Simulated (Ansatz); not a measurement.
ZrTa (model structure, Cmcm, No. 63, 4 atoms in the cell) was calculated with r²SCAN (Ansatz, an electronic-structure program, plane waves, PAW).

Settings: plane-wave cutoff 560 eV, 16×16×12 k mesh (along the axes of the cell as run), Fermi–Dirac smearing 0.05 eV, scalar-relativistic PAW data made under PBE.

Cell (relaxed at this level):

```cif
data_Ta2Zr2
_chemical_formula_sum 'Zr2 Ta2'
_space_group_name_H-M_alt 'P 1'
_space_group_IT_number 1
_cell_length_a 5.91164
_cell_length_b 5.91164
_cell_length_c 4.89184
_cell_angle_alpha 90.000
_cell_angle_beta 90.000
_cell_angle_gamma 151.084
loop_
_space_group_symop_operation_xyz
  'x, y, z'
loop_
_atom_site_label
_atom_site_type_symbol
_atom_site_fract_x
_atom_site_fract_y
_atom_site_fract_z
_atom_site_occupancy
Zr1 Zr 0.67852 0.32148 0.25000 1
Ta1 Ta 0.93523 0.06477 0.25000 1
Zr2 Zr 0.32148 0.67852 0.75000 1
Ta2 Ta 0.06477 0.93523 0.75000 1
```

Problem. Estimate the bulk modulus that the calculation returns.

Solution. 
bulk modulus: 134 GPa

The run finds no gap.

Note: the bulk modulus is −V dP/dV from two relaxed cells at ±2 % in volume; the relaxation could raise the start's symmetry but not lower it, so the cell can be a saddle point.

Spin–orbit coupling is not included.

The computed numbers hold no vibrational or temperature effects.

A model structure was made by putting elements into a prototype or built by hand; it is no filed structure, need not be a known phase, and can be a saddle point held by its symmetry.
